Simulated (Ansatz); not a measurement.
Amorphous Si48O94, 142 atoms at 2.13 g/cm³, one PBE-relaxed geometry, zone centre. Methods: PBE, scalar-relativistic without spin-orbit coupling (Ansatz, an electronic-structure program); r2SCAN, scalar-relativistic without spin-orbit coupling (Ansatz). Plane waves to 420 eV (r2SCAN 500 eV). The usual formal charges leave 4 electrons over, so the level spacing at the Fermi energy parts defect or band states and needn't be the band gap. At PBE the levels at the filled edge of the gap are localised (band-tail or defect states). The higher rungs were started with moments on some atoms, which died out.

A CHGNet melt-quench gave the starting glass, which DFT then relaxed. O atoms were pushed apart under 1.9 Å during the dynamics, to hinder bonds among them. The hot cell started wider than the set density and was brought back towards it in steps. It is the lowest in DFT energy of 4 quenches. It is a model cell: composition and starting density were chosen by hand, and all elements were melted together. No dispersion term was used. A short ab initio anneal came between quench and relaxation. Its density started from a set value of 2.22 and ended at 2.13 g/cm³. The quench (nominally 590 K/ps over its main leg) was far faster than any real one, so the model tends to hold more defects than a real film. Values belong to this one cell and scatter from quench to quench. Volume and shape were free in the relaxation.

The relaxation ran on the zone centre alone. At PBE the level spacing at the Fermi energy is 1.36 eV on a 2×2×2 Γ-centred mesh, and the spacing at the zone centre alone 1.40 eV.

Question: What zone-centre spacing does r2SCAN give, roughly?

Answer: 1.79 eV (+0.39 eV against PBE).

The highest filled and the lowest empty state spread over these numbers of atoms (participation numbers): PBE: 2.6 and 44.2; r2SCAN: 2.5 and 48.4.
